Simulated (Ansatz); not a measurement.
Functionals compared on the (100) surface of germanium, 2 pairs of surface atoms bonded, H on every dangling bond (bottom of the slab: built like the top, H on every dangling bond, free), in Ansatz (plane waves, PAW). The structure was relaxed with PBE; the other rows are single points on it. Cutoff 420 eV (500 eV for r2SCAN). HSE06 used the coarser mesh 2x2x1.

Model: 44-atom slab, 14.5 Å thick at the start with caps and adatoms, 4x4x1 mesh, Fermi-Dirac 0.025 eV, dipole correction, 4 atoms held, the rest relaxed; start symmetry kept, larger cells not searched; no spin, no spin-orbit, no U. These notes are the PBE run's.

```tsv
functional	gap of the slab on its k-mesh (eV)	highest filled level below the top vacuum level (eV)	rough cost of the single point
PBE	0.81	4.79	–
r2SCAN	1.08	4.95	roughly 13 core-minutes
```

Ansatz is an electronic-structure program.
